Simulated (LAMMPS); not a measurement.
LAMMPS 22 Jul 2025, classical MD, ACE (Cu-PBE-core-rep.ace): Cu, 864 atoms.

```
Item                                                                                       Value
-----------------------------------------------  -----------------------------------------------
task                                                                                     MD, nve
potential                                                               ACE, Cu-PBE-core-rep.ace
copies of the repeat unit                                                                  6×6×6
shape (slab and sphere leave vacuum in the box)                                             bulk
steps                                                                                        400
timestep                                                                                    1 fs
thermo                                                                                        50
newton                                                                              on (default)
atom_modify sort (bins of 2 Å where set)                                          1000 (default)
comm_style                                                                       brick (default)
box                                                                         21.7 × 21.7 × 21.7 Å
start                                            generated fcc lattice, warmed in an untimed run
```

All runs start from one configuration, warmed at this fixed volume for 300 steps under a thermostat at 100 K. The run at a skin of 2 Å has a mean temperature of 99.8 K and a mean pressure of 2.6 GPa.

Single runs; times are not shown.

With neigh_modify every 1 delay 0 check yes, skins of 0.1, 0.3, 0.5, 1, 1.5, 2, 3 Å were run. Further schedules:
- skin 1 Å, every 1 delay 10 check yes
- skin 2 Å, every 100 delay 0 check no
- skin 1 Å, every 20 delay 0 check no
- skin 1 Å, every 10 delay 0 check yes
- skin 2 Å, every 20 delay 0 check no
- skin 0.3 Å, every 1 delay 10 check yes
- skin 0.3 Å, every 100 delay 0 check no

A schedule rebuilds too seldom if it shows a dangerous build, rebuilds less often than the check at every step does at that skin, or fails.

**Question.** Name the settings that rebuild less often than the motion of the atoms asks.

**Answer.** With the check at every step the rebuilds are 35 at 0.1 Å, 11 at 0.3 Å, 6 at 0.5 Å, 0 at 1 Å, 0 at 1.5 Å, 0 at 2 Å, 0 at 3 Å. Too seldom: skin 0.3 Å, every 100 delay 0 check no.

```csv
setting,rebuilds,dangerous builds,list entries an atom,change of the total energy (meV/atom)
"skin 0.1 Å, every 1 delay 0 check yes",35,—,140,under 0.001
"skin 0.3 Å, every 1 delay 0 check yes",11,—,165,under 0.001
"skin 0.5 Å, every 1 delay 0 check yes",6,—,176,under 0.001
"skin 1 Å, every 1 delay 0 check yes",0,—,202,under 0.001
"skin 1.5 Å, every 1 delay 0 check yes",0,—,242,under 0.001
"skin 2 Å, every 1 delay 0 check yes",0,—,320,under 0.001
"skin 3 Å, every 1 delay 0 check yes",0,—,381,under 0.001
"skin 1 Å, every 1 delay 10 check yes",0,0,202,under 0.001
"skin 2 Å, every 100 delay 0 check no",4,not counted,320,under 0.001
"skin 1 Å, every 20 delay 0 check no",20,not counted,202,under 0.001
"skin 1 Å, every 10 delay 0 check yes",0,0,202,under 0.001
"skin 2 Å, every 20 delay 0 check no",20,not counted,320,under 0.001
"skin 0.3 Å, every 1 delay 10 check yes",11,0,165,under 0.001
"skin 0.3 Å, every 100 delay 0 check no",4,not counted,165,under 0.001
```

Where the energy changes as in the checked runs, the late rebuilds cost nothing that shows in this run. List entries are as LAMMPS prints them (Ave neighs/atom).
